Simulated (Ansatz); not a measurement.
Levels about the gap of amorphous IGZO (In6Ga12Zn6O33) (57 atoms in a cell of 733 Å³, 5.54 g/cm³; zone centre alone, so wide bands show as single levels with stretches between that a denser mesh fills), at the geometry that PBE relaxed, where it gives 0.2 GPa on a denser mesh. The participation number counts the atoms over which a state spreads; weights are charges in smoothed Voronoi cells. The levels come from a single point, so bond lengths are those of that geometry. Method of the levels: PBE, scalar-relativistic without spin-orbit coupling (Ansatz, a program for electronic structure). Sampling: the zone centre alone; Fermi-Dirac width 0.02 eV; no spin polarisation. At PBE the levels at the filled edge of the gap are localised (band-tail or defect states).

The cell was made by melting and quenching with the CHGNet potential and then relaxed with DFT. O atoms were pushed apart under 1.9 Å during the dynamics, to hinder bonds among them. The hot cell started wider than the set density and was brought back towards it in steps. It is the lowest in DFT energy of 2 quenches. It is a model cell: composition and starting density were chosen by hand, and all elements were melted together. No dispersion term was used. Its density started from a set value of 5.79 and ended at 5.54 g/cm³. The simulated quench (nominally 51 K/ps over its main leg) is rapid and tends to freeze in more defects than a deposited or slowly cooled glass has. A cell of this size samples the disorder only roughly. The volume was free in the relaxation, at fixed shape. Stress components on the final sampling reach 2.2 GPa.

```tsv
E - E(highest filled), eV	filling	participation number	largest on	weight O	weight In	weight Ga	weight Zn
-0.38	filled	17.1	O, 3 neighbours	0.87	0.01	0.02	0.09
-0.36	filled	11.8	O, 3 neighbours	0.90	0.02	0.03	0.05
-0.24	filled	5.8	O, 3 neighbours	0.92	0.01	0.03	0.05
-0.18	filled	17.7	O, 4 neighbours	0.83	0.01	0.02	0.13
-0.17	filled	20.1	O, 3 neighbours	0.83	0.01	0.02	0.14
-0.13	filled	14.7	O, 3 neighbours	0.83	0.01	0.02	0.14
0.00	filled	5.8	O, 3 neighbours	0.87	0.01	0.01	0.10
1.10	empty	51.0	In, 6 neighbours	0.51	0.19	0.20	0.10
3.80	empty	25.7	In, 5 neighbours	0.57	0.33	0.08	0.02
3.94	empty	34.1	In, 5 neighbours	0.56	0.25	0.12	0.07
4.07	empty	28.9	In, 5 neighbours	0.55	0.26	0.13	0.06
4.10	empty	30.2	In, 5 neighbours	0.58	0.26	0.11	0.05
4.52	empty	37.1	In, 5 neighbours	0.57	0.16	0.18	0.09
4.62	empty	31.9	Ga, 4 neighbours	0.56	0.11	0.26	0.08
```

Most localised among these is the filled level at -0.24 eV, on a O atom, which has 3 neighbours (Ga 1.86 Å, Zn 1.98 Å, In 2.14 Å).
